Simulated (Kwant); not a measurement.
System: wire with a side stub in a InAs two-dimensional gas. Effective mass 0.023 mₑ, grid spacing 8.3 nm, hard walls, nominal width 200 nm (25 grid rows, so walls 215.8 nm apart), one parabolic valley, scattering region 600 nm long along x; energies count from the band bottom; Fermi energy swept from 0.00032698 to 0.0038829 eV. Closed stub on one side, 230 nm wide and 240 nm deep.

The device is made up for the run: typed textbook-type constants, with dimensions and the other settings drawn at random.

Model: effective-mass tight-binding model on a square grid, one spin, coherent transport at 0 K (Kwant). Conductance is in e²/h.

Task: How many channels do the leads carry at E = 2.75, 3.46 meV?

Result: The hard-wall thresholds are n² ħ²π²/(2mW²) = n² × 0.351 meV with W = 215.8 nm. √(2.75/0.351) = 2.80, so 2. √(3.46/0.351) = 3.14, so 3.
